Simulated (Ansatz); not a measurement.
A computed series for SiC: carrier doping

The parent structure is SiC in the zinc blende structure (space group F-43m, No. 216; a = 4.356 Å).

Carriers are added at fixed cell with a uniform background; the Fermi–Dirac width is that of 300 K.

Calculations: r2SCAN, PAW, 500 eV (Ansatz, a program for electronic structure; spin-orbit coupling left out).

Notes on the quantities. Fermi level from band edge: Fermi level relative to the doped band's edge (positive inside the band; to 0.05 eV).

| change | Fermi level from band edge | gap between the host's bands |
|---|---|---|
| undoped | – | 1.71 eV |
| electrons 5.0×10^20 cm⁻³ | +0.35 eV | 1.71 eV |
| electrons 1.0×10^21 cm⁻³ | +0.50 eV | 1.70 eV |
| electrons 1.5×10^21 cm⁻³ | +0.65 eV | 1.70 eV |
| electrons 2.0×10^21 cm⁻³ | +0.75 eV | 1.70 eV |
| holes 5.0×10^20 cm⁻³ | +0.05 eV | 1.73 eV |
| holes 1.0×10^21 cm⁻³ | +0.10 eV | 1.74 eV |
| holes 1.5×10^21 cm⁻³ | +0.15 eV | 1.75 eV |
| holes 2.0×10^21 cm⁻³ | +0.20 eV | 1.76 eV |

Charged cell with a jellium background: band edges are those of the host's band count, energies are not comparable with the neutral cell, and many-body gap narrowing is missing. Whether these cells are dynamically stable was not tested.
